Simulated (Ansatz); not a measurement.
Worked example: relaxation of the atoms of ScV₂Ga₄ (I4mm, 7 atoms in the cell) in Ansatz (a quantum-chemistry and plane-wave program).

Method of the run: LDA (PW92), default PAW files made with PBE (plane waves; Ansatz).

The change in words: one atom moved by 0.15 angstrom; relax: default → atoms; relax.f_tol: default → 0.005 eV/Å. Reference geometry:
```yaml
crystal:
  lattice:
    - [-3.23685, 3.23685, 2.58214]
    - [3.23685, -3.23685, 2.58214]
    - [3.23685, 3.23685, -2.58214]
  atoms:
    - { symbol: Sc, position: [0.00000, 0.00000, 0.00000] }
    - { symbol: V, position: [0.75000, 0.25000, 0.50000] }
    - { symbol: V, position: [0.25000, 0.75000, 0.50000] }
    - { symbol: Ga, position: [0.30087, 0.30087, 0.60174] }
    - { symbol: Ga, position: [0.69913, 0.69913, 0.39826] }
    - { symbol: Ga, position: [0.30087, 0.69913, 0.00000] }
    - { symbol: Ga, position: [0.69913, 0.30087, 0.00000] }
```

Reference input (self-consistent single point, DFT, LDA (PW92), plane waves, default PAW files made with PBE): basis.ecutwfc = 420 eV; kpoints.mp_grid.grid = 6 6 6; hamiltonian.xc = lda; hamiltonian.pseudopotentials = {kind: paw} (the program's default PAW files); scf.occupations.method = gaussian; scf.occupations.width = 0.1 eV. This run's input differs from it in these lines:

```diff
@@ -7,3 +7,3 @@
   atoms:
-    - { symbol: Sc, position: [0.000000, 0.000000, 0.000000] }
+    - { symbol: Sc, position: [0.029046, 0.029046, 0.000000] }
     - { symbol: V, position: [0.750000, 0.250000, 0.500000] }
@@ -23,2 +23,4 @@
   occupations: { method: gaussian, width: 0.1 }
+relax:
+  f_tol: 0.005
 output:
```

Output (repeated stretches shortened):

```
   [... SCF lines of the steps left out ...]
relax step   1: F+E_penalty+E_count = -22641.00318102 eV  Δ(F+E_penalty+E_count) = +0.000e0 eV  max|allowed force component| = 4.818e-1 eV/Å  Δτ_max = 0.0000 Å  (7 SCF iters, dr2 threshold 6.25e-7 eV, accepted)
relax step   2: F+E_penalty+E_count = -22641.02894257 eV  Δ(F+E_penalty+E_count) = -2.576e-2 eV  max|allowed force component| = 2.564e-1 eV/Å  Δτ_max = 0.1985 Å  (6 SCF iters, dr2 threshold 1.45e-5 eV, accepted)
relax step   3: F+E_penalty+E_count = -22641.04095438 eV  Δ(F+E_penalty+E_count) = -1.201e-2 eV  max|allowed force component| = 4.950e-3 eV/Å  Δτ_max = 0.0686 Å  (6 SCF iters, dr2 threshold 4.11e-6 eV, accepted)
relax step   4: F+E_penalty+E_count = -22641.04095469 eV  Δ(F+E_penalty+E_count) = -3.105e-7 eV  max|allowed force component| = 4.848e-3 eV/Å  Δτ_max = 0.0000 Å  (6 SCF iters, accepted)
the relaxation is at rest under the 8 symmetry operations that the run kept from its start: a minimum is not shown …
Free energy (F): -22641.040955 eV
Internal energy: -22641.017897 eV  (E = F + TS)
E sigma→0 (E₀):  -22641.029426 eV
Entropy (-TS):   -0.023058 eV (-3.294 meV/atom)
Fermi energy:    13.069603 eV
--- Forces (eV/Å), atoms counted from 1 ---
  atom   1  Sc     0.00000000     0.00000000     0.00484748
  atom   2  V      0.00000000     0.00000000    -0.00374896
  atom   3  V     -0.00000000     0.00000000    -0.00374896
  atom   4  Ga     0.00068460     0.00068460     0.00066217
  atom   5  Ga    -0.00068460    -0.00068460     0.00066217
   [... lines left out ...]
    - { symbol: V, position: [0.2542570347235043, 0.7542570347235042, 0.5] }
    - { symbol: Ga, position: [0.3038533160854555, 0.3038533160854555, 0.599389132287385] }
    - { symbol: Ga, position: [0.7044641837980706, 0.7044641837980706, 0.400610867712615] }
    - { symbol: Ga, position: [0.3038533160854556, 0.7044641837980706, 2.7755575615628914e-17] }
    - { symbol: Ga, position: [0.7044641837980706, 0.3038533160854556, 0.0] }
```

The run converged.  The full log also holds: “iter 5 did not close the SCF: its close was put off for the readings that it lacked (scf_convergence_deferred on its scf_iter line)”. The full log also holds: “iter 4 did not close the SCF: its close was put off for the readings that it lacked (scf_convergence_deferred on its scf_iter line)”.

Summary of the result:
- Free energy E − TS (on the zero of these files): -22641.0410 eV
- Fermi level (on the code's own zero): 13.07 eV
- Pressure: -7.52 GPa
- Largest force (vector length): 0.005 eV/Å
- Relaxation steps: 4

The starting cell comes from a database of computed structures (which also holds hypothetical and non-ambient phases and stackings), without a prior relaxation at this level. Its lattice was rescaled by up to half a per cent. For this run, on top of that: one atom moved by 0.15 angstrom. Spin polarisation is off. The relaxation keeps the symmetry of its start, so its end need not be a minimum. Ansatz's pressure includes its estimate of the finite-basis (Pulay) stress.

Cost on one core of a shared machine: roughly 80 s.

Keys are those of Ansatz 0.2.
